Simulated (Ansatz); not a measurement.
Pressure series in GaP

Take GaP in the zinc blende structure (space group F-43m, No. 216) as the base.

```
GaP
1.0
    0.00000     2.75302     2.75302
    2.75302     0.00000     2.75302
    2.75302     2.75302     0.00000
P Ga
1 1
Direct
  0.75000   0.75000   0.75000
  0.00000   0.00000   0.00000
```

Cell and atoms are relaxed at each pressure.

Computed with PBE (Ansatz, a program for electronic structure), without spin-orbit coupling.

Notes on the quantities. enthalpy: H = E + PV relative to the base's energy.

```csv
case,lattice parameter a,electron mass,band gap,width of the top valence band,enthalpy
base,5.506 Å,0.10 mₑ (at Γ),1.58 eV,3.27 eV,–
pressure −2 GPa,5.557 Å,0.088 mₑ (at Γ),1.36 eV,3.15 eV,-0.26 eV/atom
pressure −1 GPa,5.531 Å,0.095 mₑ (at Γ),1.47 eV,3.21 eV,-0.13 eV/atom
pressure 0.9 GPa,5.485 Å,"1.8 mₑ along k, 0.13 mₑ across (at L)",1.62 eV,3.33 eV,+0.12 eV/atom
pressure 2.1 GPa,5.459 Å,"1.1 mₑ along k, 0.23 mₑ across (off the special points)",1.60 eV,3.40 eV,+0.27 eV/atom
pressure 4.5 GPa,5.411 Å,"1.2 mₑ along k, 0.23 mₑ across (off the special points)",1.55 eV,3.53 eV,+0.57 eV/atom
pressure 9 GPa,5.335 Å,"1.2 mₑ along k, 0.22 mₑ across (off the special points)",1.47 eV,3.74 eV,+1.11 eV/atom
pressure 15 GPa,5.251 Å,"1.3 mₑ along k, 0.22 mₑ across (off the special points)",1.37 eV,4.00 eV,+1.81 eV/atom
pressure 22.5 GPa,5.166 Å,"1.4 mₑ along k, 0.22 mₑ across (off the special points)",1.24 eV,4.29 eV,+2.63 eV/atom
pressure 30 GPa,5.094 Å,"1.5 mₑ along k, 0.21 mₑ across (off the special points)",1.13 eV,4.54 eV,+3.42 eV/atom
```

Load acts through the strain it causes; cell and atoms are relaxed under it. Masses are band curvatures over ±0.01 Å⁻¹ around the edge. Along k means along the line from Γ to the band edge. No phonon test of stability was made. The real GaP has an indirect gap at ambient pressure; PBE orders its close-lying valleys differently. Measured, GaP leaves this structure (for a Cmcm phase) near 26 GPa (temperature not stated; as listed in Datta, Sujoy, Jana, Debnarayan, arXiv (2020)).
